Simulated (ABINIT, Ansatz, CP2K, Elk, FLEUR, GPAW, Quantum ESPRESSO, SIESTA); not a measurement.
Code comparison for NaCl (Fm-3m, 2 atoms in the cell)

Self-consistent single point.

```xyz
2
Lattice="0.0000 2.7508 2.7508 2.7508 0.0000 2.7508 2.7508 2.7508 0.0000" Properties=species:S:1:pos:R:3 pbc="T T T"
Na     0.0000     0.0000     0.0000
Cl     2.7508     2.7508     2.7508
```

Shared settings, as Ansatz (a first-principles code) writes them: kpoints.mp_grid.grid = 8 8 8; scf.occupations.method = fermi_dirac; scf.occupations.width = 0.02 eV. Potentials and cutoffs stand in the table.

```
code                                                                                                                                      model  pressure (GPa)  gap on the mesh (eV)           cutoff
----------------  -----------------------------------------------------------------------------------------------------------------------------  --------------  --------------------  ---------------
GPAW                                                                                      PBEsol, GPAW PAW datasets PBEsol (made by gpaw-setup)            1.67                 5.229           850 eV
ABINIT                                                           PBEsol, norm-conserving pseudopotentials (PseudoDojo nc-sr-04 PBEsol standard)            1.62                 5.224            88 Ry
CP2K                                                                 PBEsol, GPW, DZVP-MOLOPT-SR-GTH basis, GTH-PBE potentials (GTH_POTENTIALS)            2.24                 5.181      grid 950 Ry
Ansatz                                                                                                  PBEsol, default PAW files made with PBE            1.59                 5.223           420 eV
Elk                                           PBEsol, all-electron FP-LAPW, Elk's shipped species files, APW+lo basis with extra local orbitals               –                 5.217         rgkmax 8
Quantum ESPRESSO                                                                           PBEsol, GBRV 1.5 ultrasoft (PBESOL) pseudopotentials            1.76                 5.218            40 Ry
SIESTA            GGA PBEsol, numerical atomic orbitals DZP, PseudoDojo PBEsol standard norm-conserving potentials (rewritten from UPF to PSML)            1.20                 5.317      grid 350 Ry
FLEUR                                                                           PBEsol, all-electron FLAPW (FLEUR), scalar-relativistic valence               –                 5.348  Kmax 4.2 1/bohr
```

A dash marks a value that a program does not give, or that is left out as unsure.

Gaps are read on the mesh.

The spread over the programs that give each value: pressure within 1.04 GPa; gap on the mesh within 0.167 eV.

CP2K and SIESTA use small atom-centred bases, whose incompleteness enters pressures, forces and empty levels differently from a plane-wave cutoff. Elk and FLEUR treat all electrons, but the usual bases taken here (sphere radii, linearisation, local orbitals, empty states) were not tested for convergence, so the values are no reference for the others. Ansatz's pressure is given at a fixed set of plane waves, as the other plane-wave codes print theirs. In the gap, FLEUR (by 0.125) lies more than 0.12 eV from the median of the plane-wave programs.

The starting cell comes from a database of computed structures (which also holds hypothetical and non-ambient phases and stackings), without a prior relaxation at this level. Its lattice was rescaled by a random factor within 2.5 % of one.

Keys are those of Ansatz 0.2.
